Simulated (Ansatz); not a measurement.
System: interstitial Cu in monoclinic ZrO2 strained by +1.5 % along x and y, z held (charge state +1). Calculation: PBE, PAW (plane waves to 420 eV; Ansatz, a quantum-chemistry and plane-wave program).

Cell of 96 host sites held at the strained lattice (strain from the relaxed PBE one, atoms relaxed); the Γ point alone; Fermi-Dirac width 0.01 eV, spin-restricted; finite-size errors left in. Energies are static. The charge state is imposed; whether it is stable for some Fermi level was not computed. Sites that were not tried may lie lower.

Barriers: single points on a 2×2×2 k-point mesh shifted by half a step at the bands' geometries.

The step: Cu moves alone to another site. Atoms about the jump, Cartesian Å from the middle of the jump, before and after:

| atom | x0 | y0 | z0 | x1 | y1 | z1 |
|---|---|---|---|---|---|---|
| Cu1 | -0.23 | -0.93 | 1.32 | 0.23 | 0.93 | -1.32 |
| O2 | -1.37 | 0.10 | -0.40 | -1.32 | 0.10 | -0.41 |
| O3 | 1.14 | 0.51 | 1.24 | 1.05 | 0.41 | 1.30 |
| O4 | 1.55 | -0.42 | -1.34 | 1.60 | -0.51 | -1.41 |
| O5 | 0.62 | -2.28 | 0.26 | 0.57 | -2.27 | 0.23 |
| Zr6 | -0.20 | -1.57 | -1.70 | -0.21 | -1.73 | -1.70 |
| Zr7 | -0.67 | 1.73 | 0.95 | -0.71 | 1.62 | 1.10 |
| Zr8 | 2.45 | -1.09 | 0.52 | 2.30 | -1.10 | 0.58 |
| O9 | -0.91 | -0.04 | -3.05 | -0.92 | -0.10 | -3.05 |
| O10 | -1.77 | -0.10 | 2.24 | -1.84 | -0.01 | 2.25 |
| O11 | -1.78 | -2.67 | -0.67 | -1.81 | -2.71 | -0.70 |
| O12 | 0.57 | 3.14 | 0.23 | 0.53 | 3.11 | 0.29 |
| O13 | 1.03 | 2.26 | -2.41 | 1.08 | 2.28 | -2.39 |
| Zr14 | -3.00 | -1.11 | 0.55 | -2.98 | -1.08 | 0.57 |
| Zr15 | 2.75 | 1.10 | -2.10 | 2.90 | 1.09 | -2.13 |
| O16 | -1.79 | 2.68 | -0.71 | -1.89 | 2.68 | -0.64 |
| Zr17 | -2.51 | 1.11 | -2.09 | -2.54 | 1.11 | -2.10 |
| O18 | 3.95 | 0.06 | -0.42 | 3.90 | 0.03 | -0.42 |
| Zr19 | -0.72 | -3.79 | 1.03 | -0.67 | -3.75 | 1.00 |
| O20 | 0.11 | 2.27 | 2.88 | 0.10 | 2.26 | 2.94 |
| O21 | -2.35 | -2.68 | 2.01 | -2.26 | -2.60 | 1.95 |
| Zr22 | 1.85 | 1.10 | 3.23 | 1.85 | 1.09 | 3.22 |
| O23 | 1.02 | -3.07 | -2.39 | 1.03 | -3.14 | -2.42 |

Question: Where do these atoms stand at the saddle point, and how high is it?

Answer: 
```csv
atom,x,y,z
Cu1,0.14,-0.14,-0.11
O2,-1.65,0.30,-0.28
O3,1.16,0.49,1.34
O4,1.58,-0.51,-1.41
O5,0.60,-2.23,0.19
Zr6,-0.18,-1.79,-1.89
Zr7,-0.75,1.81,1.14
Zr8,2.47,-1.15,0.57
O9,-0.96,-0.12,-3.00
O10,-1.86,0.02,2.32
O11,-1.76,-2.66,-0.79
O12,0.54,3.15,0.30
O13,1.01,2.22,-2.36
Zr14,-3.05,-1.05,0.59
Zr15,2.77,1.10,-2.09
O16,-1.83,2.77,-0.66
Zr17,-2.54,1.13,-2.08
O18,3.91,0.04,-0.40
Zr19,-0.67,-3.71,0.97
O20,0.09,2.31,2.97
O21,-2.25,-2.57,1.90
Zr22,1.85,1.09,3.24
O23,1.07,-3.19,-2.49
```
It lies 1.31 eV above the start and 1.31 eV above the end. The saddle point's order was not checked.
